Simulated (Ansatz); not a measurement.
Density of states of OsN₂ (P6/mmm) near the Fermi level, PBEsol, rigid bands run with Ansatz (an electronic-structure program).

(E − E_F (eV), states/eV/cell): (-1.95, 1.88); (-1.85, 2.33); (-1.75, 2.37); (-1.65, 2.19); (-1.55, 2.03); (-1.45, 1.87); (-1.35, 1.78); (-1.25, 1.72); (-1.15, 1.61); (-1.05, 1.48); (-0.95, 1.40); (-0.85, 1.33); (-0.75, 1.27); (-0.65, 1.22); (-0.55, 1.21); (-0.45, 1.16); (-0.35, 1.12); (-0.25, 1.08); (-0.15, 1.05); (-0.05, 1.02); (0.05, 0.99); (0.15, 0.98); (0.25, 0.99); (0.35, 0.97); (0.45, 0.94); (0.55, 0.90); (0.65, 0.89); (0.75, 0.83); (0.85, 0.77); (0.95, 0.68); (1.05, 0.67); (1.15, 0.68); (1.25, 0.69); (1.35, 0.74); (1.45, 0.81); (1.55, 0.89); (1.65, 1.00); (1.75, 1.05); (1.85, 1.12)

With 3 atoms a cell, what bare Sommerfeld coefficient γ = (π²/3) k_B² N(E_F) follows?

N(E_F) ≈ 1.01 states/eV a cell at 300 K, so γ ≈ 0.79 mJ/(mol of atoms·K²), before many-body enhancement (phonons, spin fluctuations, correlation).

How far does the Fermi level move in a rigid band for 0.1 electron a cell added or removed?

101 meV and -98 meV.

A metal at this level (no band gap); rigid bands, thermally averaged at 300 K, both spins. Spin-orbit coupling is left out, which matters with elements this heavy. Geometry: cell and atoms relaxed with PBEsol.

Computed structure with no diffraction record at hand here (it may be known, metastable or hypothetical): OsN2 (P6/mmm).
